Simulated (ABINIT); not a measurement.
Troubleshooting ABINIT: a failed run on TiSe (Pnma, 8 atoms in the cell). The aim is a self-consistent single point with DFT, LDA (PW92), plane waves, PAW (JTH v2.0 LDA PAW).

Cell that was meant: a = 6.3334 Å, b = 3.4245 Å, c = 6.0982 Å, α = 90.00°, β = 90.00°, γ = 90.00°.

Part of the input:

```
# TiSe, JTH v2.0 LDA PAW
pp_dirpath "./"
pseudos "Ti.LDA_PW-JTH.xml, Se_pbe.LDA_PW-JTH.xml"
acell 3*1.0 Angstrom
rprim
         6.3334060000    0.0000000000    0.0000000000
```

Output, abridged:

```
     HAVE_FC_ISO_C_BINDING  HAVE_FC_ISO_FORTRAN_2008        HAVE_FC_LONG_LINES

        HAVE_FC_MOVE_ALLOC  HAVE_FC_ON_THE_FLY_SHAPE           HAVE_FC_PRIVATE

         HAVE_FC_PROTECTED           HAVE_FC_SHIFTLR         HAVE_FC_STREAM_IO

            HAVE_FC_SYSTEM                HAVE_FFTW3          HAVE_FORTRAN2003

                 HAVE_HDF5             HAVE_HDF5_MPI        HAVE_LIBPAW_ABINIT

      HAVE_LIBTETRA_ABINIT                HAVE_LIBXC                  HAVE_MPI

                 HAVE_MPI2         HAVE_MPI2_INPLACE       HAVE_MPI_IALLGATHER

       HAVE_MPI_IALLREDUCE        HAVE_MPI_IALLTOALL       HAVE_MPI_IALLTOALLV

           HAVE_MPI_IBCAST         HAVE_MPI_IGATHERV        HAVE_MPI_INTEGER16

               HAVE_MPI_IO HAVE_MPI_TYPE_CREATE_S...               HAVE_NETCDF

       HAVE_NETCDF_FORTRAN   HAVE_NETCDF_FORTRAN_MPI           HAVE_NETCDF_MPI

             HAVE_OS_LINUX         HAVE_TIMER_ABINIT
 ++++++++++++++++++++++++++++++++++++++++++++++++++++++++++++++++++++++++++++++

 Netcdf library supports MPI-IO
-instrng: 36 lines of input have been read from file run.abi

 For atom type 1, psp file is ./Ti.LDA_PW-JTH.xml
 For atom type 2, psp file is ./Se_pbe.LDA_PW-JTH.xml

--- !ERROR
src_file: m_pspheads.F90
src_line: 133
mpi_rank: 0
message: |
    Fortran open returned iostat: 2 while opening file: ./Se_pbe.LDA_PW-JTH.xml
    Runtime error message: Cannot open file './Se_pbe.LDA_PW-JTH.xml': No such file or directory
...

 abinit_abort: decision taken to exit. Check above messages for more info
Abort(13) on node 0 (rank 0 in comm 0): application called MPI_Abort(MPI_COMM_WORLD, 13) - process 0

--- !ERROR
src_file: m_pspheads.F90
src_line: 133
mpi_rank: 0
message: |
    Fortran open returned iostat: 2 while opening file: ./Se_pbe.LDA_PW-JTH.xml
    Runtime error message: Cannot open file './Se_pbe.LDA_PW-JTH.xml': No such file or directory
...
```

Question: From the messages shown, name the fault and mend the input.

Answer: The fault is a potential or basis that cannot be found. The input names a file or set that is not where the program looks, or that does not exist under that name. To fix it, correct the name or place the file. The program stopped before any SCF iteration.

The sound input it was made from differs as follows (other fixes are possible):
```diff
-pseudos "Ti.LDA_PW-JTH.xml, Se_pbe.LDA_PW-JTH.xml"
+pseudos "Ti.LDA_PW-JTH.xml, Se.LDA_PW-JTH.xml"
```

With that input, the run converged in 15 iterations: free energy E − TS -7455.18 eV; Fermi level (on the code's own zero) 6.30 eV; pressure 0.58 GPa; largest force (vector length) 0.676 eV/Å (DFT, LDA (PW92), plane waves, PAW (JTH v2.0 LDA PAW)).

On the sound input: the starting cell comes from a database of published, mostly measured structures (it also holds non-ambient and calculated ones), without a prior relaxation at this level. Its lattice was rescaled by a random factor within 2.5 % of one. Spin polarisation is off, so a magnetic state, if there is one, cannot be reached. Without a gap this mesh is coarse (it stands for a supercell whose shortest vector is 17 Å).
